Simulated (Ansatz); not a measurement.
AlN (P6_3mc), r2SCAN with spin-orbit coupling, rigid bands (Ansatz, a quantum-chemistry and plane-wave program): Condition of this run: uniaxial stress along c of -18 GPa (compression positive) (the target of the relaxation). band gap 4.41 eV, N_c = 4.00e18 cm⁻³ and N_v = 1.97e20 cm⁻³ at 300 K, conductivity masses along z (a = (3.09, 0.00, 0.00) Å; b = (-1.54, 2.67, 0.00) Å; c = (0.00, 0.00, 5.26) Å) of 0.253 mₑ (electrons) and 4.01 mₑ (holes). Take k_BT = 0.02585 eV.

Problem. What thermal injection velocity √(2k_BT/πm) limits a ballistic channel along the direction named?

Solution. 1.07e7 cm/s for electrons and 2.69e6 cm/s for holes, a ratio of √(m_h/m_e) = 3.98, for dilute carriers.

Problem. A film of it is 5 nm thick, with its normal along the direction named. Estimate the confinement energies in an infinite well.

Solution. ħ²π²/(2m t²) = 0.376 eV·nm²/(m/mₑ × t²) gives 59.5 meV for electrons and 3.75 meV for holes, so the gap would widen to about 4.47 eV. Finite barriers and nonparabolic bands lower this, and with several valleys or bands the heaviest mass along the normal sets the lowest level, not this average.

Problem. Find the intrinsic carrier density and the intrinsic Fermi level.

Solution. n_i = √(N_c N_v) exp(−E_g/2k_BT) = 2.81e19 × exp(−85.29) = 2.5e-18 cm⁻³. The level lies (k_BT/2) ln(N_v/N_c) = 50 meV from mid-gap (positive towards the conduction band). Each 0.1 eV added to the gap lowers n_i by a factor of 6.9.

Rigid, parabolic bands with the computed gap; masses take one relaxation time for all states. Geometry: cell and atoms relaxed with PBEsol.
